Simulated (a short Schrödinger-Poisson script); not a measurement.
Stack: symmetric double-gate stack, Al2O3 on p-type In0.53Ga0.47As, at 300 K.

```tsv
layer	material	thickness (nm)	Na (cm⁻³)
1	Al2O3	4.1	-
2	In0.53Ga0.47As	10	2e15
3	Al2O3	4.1	-
```

The device is made up for the run: typed textbook-type constants, with dimensions and the other settings drawn at random. Al2O3: permittivity 9, conduction-band edge (eV) 3.16, gap (eV) 6.8, electron mass (mₑ) 0.3. In0.53Ga0.47As: permittivity 13.9, conduction-band edge (eV) 0, gap (eV) 0.74, Nv at 300 K (cm⁻³) 7.7e18.

Channel valleys (confinement mass, in-plane density-of-states mass, number): Γ 0.041, 0.041, 1. At the gates, both at one voltage, the conduction-band edge of layer 1 lies 3.54 eV − eVg above the Fermi level of the channel. Gaps are held at their typed values at every temperature. Mesh 0.03 nm at interfaces.

From a short Schrödinger-Poisson script (our own, NumPy): 1D Poisson equation in equilibrium, electrons classical, Fermi-Dirac, parabolic valleys, classical holes, full ionisation, no traps, pinning or gate leakage.

The same stack at other levels of the model or other numerical settings:

```
run                                                                  sheet density of all electrons at Vg = 1.1 V (cm⁻²)  sheet density of all electrons at Vg = 0.5 V (cm⁻²)  capacitance of both gates at Vg = 1.1 V (μF/cm²)  gate voltage at 1e11 electrons/cm² (V)  rough cost against the base
-------------------------------------------------------------------  ---------------------------------------------------  ---------------------------------------------------  ------------------------------------------------  --------------------------------------  ---------------------------
base                                                                                                             7.44e12                                              8.82e11                                              1.96                                    0.37                      about 1
electrons treated as classical, Boltzmann                                                                        1.35e13                                                    …                                              3.56                                    0.37                          0.3
electrons treated as quantum, Hartree                                                                            7.03e12                                                    …                                              1.98                                    0.41                            7
electrons treated as quantum, Hartree plus LDA exchange-correlation                                              7.28e12                                                    …                                              2.00                                    0.40                           10
mesh six times as coarse                                                                                         7.37e12                                              8.72e11                                              1.94                                    0.37                          0.5
```

Question: Complete the blanks.

Answer: 
- electrons treated as quantum, Hartree, sheet density of all electrons at Vg = 0.5 V (cm⁻²): 6.21e11
- electrons treated as classical, Boltzmann, sheet density of all electrons at Vg = 0.5 V (cm⁻²): 1.40e12
- electrons treated as quantum, Hartree plus LDA exchange-correlation, sheet density of all electrons at Vg = 0.5 V (cm⁻²): 6.97e11

The classical rows ignore confinement, and Boltzmann statistics overrate the density once the band edge passes the Fermi level.

Above a few 1e12 electrons/cm² a light Γ valley is non-parabolic and upper valleys begin to fill, which the model leaves out.
